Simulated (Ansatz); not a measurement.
Base system: SnTe in the rock salt structure (space group Fm-3m, No. 225; a = 6.409 Å).

Structures relaxed with PBE, PAW, 420 eV (Ansatz, a first-principles code; no spin-orbit coupling), earlier PAW set.

Base:

Simulated powder pattern, Mo Kα, λ = 0.71073 Å (kinematic, ideal powder, no thermal factors, no anomalous dispersion; the 10 strongest lines at most, above 2 %, up to 2θ = 40°):

```json
[
 {"2θ (°)": "12.73", "I/Imax (%)": "100", "hkl": "(200)"},
 {"2θ (°)": "18.05", "I/Imax (%)": "81", "hkl": "(220)"},
 {"2θ (°)": "22.15", "I/Imax (%)": "31", "hkl": "(222)"},
 {"2θ (°)": "25.63", "I/Imax (%)": "15", "hkl": "(400)"},
 {"2θ (°)": "28.71", "I/Imax (%)": "43", "hkl": "(420)"},
 {"2θ (°)": "31.52", "I/Imax (%)": "32", "hkl": "(422)"},
 {"2θ (°)": "36.56", "I/Imax (%)": "9.7", "hkl": "(440)"},
 {"2θ (°)": "38.86", "I/Imax (%)": "20", "hkl": "(442)"}
]
```

One thing is altered: a hydrostatic pressure of 2.1 GPa.

Task: How do the reflections move or split?

Result: 
Simulated powder pattern, Mo Kα, λ = 0.71073 Å (kinematic, ideal powder, no thermal factors, no anomalous dispersion; the 10 strongest lines at most, above 2 %, up to 2θ = 40°):

```csv
2θ (°),I/Imax (%),hkl
12.93,100,(200)
18.33,81,(220)
22.50,31,(222)
26.04,15,(400)
29.17,42,(420)
32.03,31,(422)
37.15,9.6,(440)
39.50,19,(600)
```

The indices refer to the base's conventional cell; one index is shown for lines that coincide.

Load acts through the strain it causes; cell and atoms are relaxed under it. Stability against distortions was not tested.
